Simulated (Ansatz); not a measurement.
C–C bond length (Å) in related cells

A. C (diamond, Fd-3m)
B. C (graphite, P6₃/mmc)

Computed with Ansatz (plane waves, PAW), its PAW set soft_1. Each column's cells are at rest at that level. Cells are local rest points, mostly with their start's symmetry. Atoms count as bonded under 1.18 times the sum of their covalent radii (1.35 for H and a metal); two metal atoms count in their first shell alone, and not where both have two or more other neighbours. Mean, with the range where bonds differ.

```json
[
 {"cell": "A", "PBE+D3(BJ)": "1.540", "r2SCAN+D4 (own geometry)": "1.539"},
 {"cell": "B", "PBE+D3(BJ)": "1.423", "r2SCAN+D4 (own geometry)": "1.416"}
]
```

With PBE+D3(BJ) the value of A exceeds that of B by 0.117 Å. With r2SCAN+D4 (own geometry) the value of A exceeds that of B by 0.123 Å.

Ansatz is a quantum-chemistry and plane-wave program.
